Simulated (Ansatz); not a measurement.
The starting structures come from a database of crystals and need not be the phases stable at ambient conditions.

By LDA, the system below comes out a metal.

A figure of merit of an interconnect metal is its ballistic conductance per area.

Consider the following.

```
Cu
1.0
    2.53076     0.00000     0.00000
    0.00000     8.26182     0.00000
    1.26538     0.00000     2.19170
Cu
4
Cartesian
  0.00000   0.00000   0.00000
  0.00000   4.13091   0.00000
  1.26538   6.19637   0.73057
  2.53076   2.06546   1.46114
```

Space group of this cell: P6_3/mmc. The cell is taken as given; by LDA its mean pressure is -8.4 GPa.

The current flows along the normal of the first two printed cell vectors, the (100) plane of the conventional cell. No spin-orbit coupling; the value is a mean over 0.1 eV about the Fermi level.

### Question
Predict the ballistic conductance per area from LDA (Ansatz, a first-principles code).

### Answer
1.1 × 10¹⁵ S/m² for both spins.
